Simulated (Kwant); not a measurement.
Device: π system C=CC=C between two chain leads. The π system is taken as planar. Atoms are numbered from 0 in the order of the SMILES. Site energies (eV, carbon 0): [0.0, 0.0, 0.0, 0.0]. Bonds (i, j, β in eV): (0,1,-2.7) (1,2,-2.7) (2,3,-2.7). Leads: chains of hopping −4.1 eV, joined by −1.4 eV to atoms 1 and 2.

Site energies and bond integrals are typed Hückel values.

Computed with Kwant: Hückel tight-binding model, one pz orbital an atom, one spin, coherent transport at 0 K. Conductance is in e²/h.

Sweep values stay those of the base run.

Base results: mean G (e²/h) over the sweep 0.16; transmission at E = 0 < 1e-12.

Problem. What follows from this one change: contacts moved from atoms [1, 2] to [0, 1]?

Solution. mean G over the sweep little changed (0.16 e²/h); transmission at E = 0 < 1e-12 → 0.12.

Problem. What follows from this one change: contacts moved from atoms [1, 2] to [0, 2]?

Solution. mean G over the sweep 0.16 → 0.17 e²/h; transmission at E = 0 little changed (< 1e-12).
